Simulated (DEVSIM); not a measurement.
Structure: In0.49Ga0.51P/GaAs n-p heterojunction, at 300 K.

Layer 1 from the left is In0.49Ga0.51P, thickness (μm) 0.0570, Nd (cm⁻³) 1.7e17, τn (s) 1.6e-8, τp (s) 1.6e-8. Layer 2 from the left is GaAs, thickness (μm) 0.150, Na (cm⁻³) 1.8e15, τn (s) 1.6e-8, τp (s) 1.6e-8.

Left contact: ohmic. Right contact: ohmic. Voltage is applied to the left contact. Recombination: SRH at mid-gap, radiative. Mobility is μmin + (μ − μmin)/(1 + (N/Nref)^α).

This is a model device: material constants are rounded textbook-type values typed into the input, and sizes, dopings and lifetimes were drawn at random. Values at 300 K.

In0.49Ga0.51P: gap (eV) 1.89, affinity (eV) 4, permittivity 11.8, Nc (cm⁻³) 9e17, Nv (cm⁻³) 1.3e19, μn (cm²/Vs) 1500, μp (cm²/Vs) 80, μn,min 400, μp,min 15, Nref,n 2e16, Nref,p 1.5e17, αn 0.7, αp 0.8, B (cm³/s) 1e-10. GaAs: gap (eV) 1.424, affinity (eV) 4.07, permittivity 12.9, Nc (cm⁻³) 4.7e17, Nv (cm⁻³) 9e18, μn (cm²/Vs) 8500, μp (cm²/Vs) 400, μn,min 500, μp,min 20, Nref,n 6e16, Nref,p 1.5e17, αn 0.39, αp 0.38, B (cm³/s) 2e-10.

DEVSIM, 1D drift-diffusion, Boltzmann statistics, complete ionisation; no tunnelling, impact ionisation, image-force lowering or self-heating. Band offsets follow the typed affinities; no thermionic-emission limit at abrupt steps, no polarisation charge.

Question: What does the simulation give for the potential step across the device at zero bias, the dark forward voltage at 100 A/cm², the dark forward voltage at 1 A/cm², the largest field in the device at zero bias?

Answer: potential step across the device at zero bias 1.231 V; dark forward voltage at 100 A/cm² 0.914 V; dark forward voltage at 1 A/cm² 0.782 V; largest field in the device at zero bias 81000 V/cm.
